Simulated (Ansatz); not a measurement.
## What biaxial strain +2.50 %, plane normal [001], relaxed out of plane does to Nb

Take Nb in the bcc (W type) structure (space group Im-3m, No. 229; a = 3.248 Å; relaxed with 0.1 eV smearing) as the base. Axes: x, y, z lie along the cube axes.

It is then changed as follows: biaxial strain +2.50 %, plane normal [001], relaxed out of plane (Cartesian); in-plane vectors clamped, the third vector and the atoms free.

The values are results of plane-wave PAW DFT at the LDA level (Ansatz, an electronic-structure program, 420 eV), scalar-relativistic without spin-orbit coupling, not measurements. k-mesh 28×28×28 (Γ-centred); smearing 0.1 eV (Fermi–Dirac).

The volume per atom increases by 0.37 Å³, from 17.14 Å³ to 17.51 Å³ and the space group goes from Im-3m (No. 229) to I4/mmm (No. 139). The shortest interatomic distance grows by 0.022 Å, from 2.813 Å to 2.835 Å and the energy rises by 16 meV/atom. The pressure (mean of the normal stresses, compression positive) goes from zero to -3.7 GPa and the band gap remains zero. The out-of-plane strain comes out as -2.77 % and the ratio −ε⊥/ε∥ is 1.11. The mean in-plane stress (compression positive) is -5.6 GPa.

Cost of the whole job for the changed cell (relaxation, final SCF and bands): about 110 core-seconds (a rough figure).

Stability against distortions was not tested. All final runs are without spin polarisation.
